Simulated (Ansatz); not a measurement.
## Response to strain in Cu3N

Consider Cu$_{3}$N (space group Pm-3m, No. 221).

```
Cu3N
1.0
    3.82686     0.00000     0.00000
    0.00000     3.82686     0.00000
    0.00000     0.00000     3.82686
Cu N
3 1
Direct
  0.50000   0.00000   0.00000
  0.00000   0.50000   0.00000
  0.00000   0.00000   0.50000
  0.00000   0.00000   0.00000
```

Cartesian axes are those of the cell as printed.

Strains are applied to the cell and any free atomic positions relax; under biaxial strain the out-of-plane vector relaxes too.

Calculations: PBE in Ansatz (plane waves to 420 eV, PAW, no SOC).

Notes on the quantities. energy relative to the base: free energy F.

```csv
"biaxial strain, plane normal [001], relaxed out of plane (%)",energy relative to the base (meV/atom)
0,0.0
0.6,0.8
1.2,?
1.8,7.1
2.4,12.4
3,18.9
```

Question: Fit ΔE = Aε² + Bε³ (ε in %) to the rows shown and predict the withheld row.

Answer: Least squares on the printed values gives A = 2.34 and B = -0.079 meV/atom (largest residual 0.0 meV/atom); this predicts 3.2 meV/atom, and the run gives 3.2 meV/atom, in agreement.

Whether these cells are dynamically stable was not tested. The final runs are not spin-polarised.

Ansatz is an electronic-structure program.
